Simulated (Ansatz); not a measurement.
## SiC under a change: pressure 0.3 GPa

Consider SiC in the wurtzite structure (space group P6_3mc, No. 186; a = 3.076 Å, c = 5.048 Å).

It is then changed as follows: cell and atoms relaxed at a pressure of 0.3 GPa.

Computed with plane-wave PAW DFT at the PBEsol level (Ansatz, a first-principles code, 420 eV), spin-orbit coupling left out. Settings: 12×12×7 k-points, 0.05 eV Fermi–Dirac smearing.

```csv
quantity,base,changed,shift
volume per atom,10.34 Å³,10.33 Å³,-0.01 Å³
density,3.22 g/cm³,3.22 g/cm³,0.00 g/cm³
c/a ratio,1.641,1.641,0.000
shortest interatomic distance,1.883 Å,1.882 Å,-0.001 Å
enthalpy H = E + PV relative to the base's energy,–,+0.02 eV/atom,–
band gap,2.12 eV,2.12 eV,0.00 eV
gap character,"indirect, Γ → K","indirect, Γ → K",–
smallest direct gap,3.86 eV,3.86 eV,0.00 eV
width of the top valence band,3.93 eV,3.93 eV,0.00 eV
electron mass,"0.26 mₑ along c, 0.43 mₑ across (at K)","0.26 mₑ along c, 0.43 mₑ across (at K)",–
"valence-band top at Γ (three highest levels, from the VBM)","0.00, 0.00, -0.11 eV","0.00, 0.00, -0.11 eV",–
```

Final structure:

```yaml
crystal:
  lattice:
    - [3.07459, 0.00000, 0.00000]
    - [-1.53730, 2.66267, 0.00000]
    - [0.00000, 0.00000, 5.04545]
  atoms:
    - { symbol: Si, position: [0.66667, 0.33333, 0.00051] }
    - { symbol: Si, position: [0.33333, 0.66667, 0.50051] }
    - { symbol: C, position: [0.66667, 0.33333, 0.62469] }
    - { symbol: C, position: [0.33333, 0.66667, 0.12469] }
```

Load acts through the strain it causes; cell and atoms are relaxed under it. Effective masses come from finite differences of ±0.01 Å⁻¹. Stability against distortions was not tested.
